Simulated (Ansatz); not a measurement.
Fluorite PbF2 (high-temperature phase) was calculated with LC-ωPBE (Ansatz, a quantum-chemistry and plane-wave program, plane waves, PAW).

Numerical settings: plane-wave cutoff 460 eV, 8×8×8 k mesh, Fermi–Dirac smearing 0.01 eV, scalar-relativistic PAW data made under PBE.

A third-order Birch–Murnaghan fit to the energies gives V0 = 17.491 Å³/atom, B0 = 72.8 GPa, B′ = 4.7.

| V (Å³/atom) | P (GPa) |
|---|---|
| 16.604 | [?] |
| 17.191 | [?] |
| 17.478 | 0.05 |
| 17.915 | [?] |
| 18.352 | [?] |

Task: Estimate the withheld pressures from this fit; the answers are the runs' own values.

Result: 
- 16.604, P (GPa): 4.29
- 17.191, P (GPa): 1.31
- 17.915, P (GPa): -1.65
- 18.352, P (GPa): -3.12

The formula P = (3/2) B0 (x^(7/3) − x^(5/3)) [1 + (3/4)(B′ − 4)(x^(2/3) − 1)] with x = V0/V meets the computed pressures within 0.01 GPa when these rounded values are put in.

Measured, for comparison: bulk modulus 64 GPa, equilibrium volume per atom 17.46 Å³/atom (temperature not stated, no zero-point or thermal correction; as tabulated in Cadelano and Cappellini (2011), arXiv:1107.5962). Computed (rounded) less measured: bulk modulus +14 %, equilibrium volume per atom +0.2 %.

Spin–orbit coupling is not included; it can shift volumes and moduli of such heavy elements.

Static lattice: no zero-point or thermal effects.

It cost roughly 16 core-minutes of CPU time.
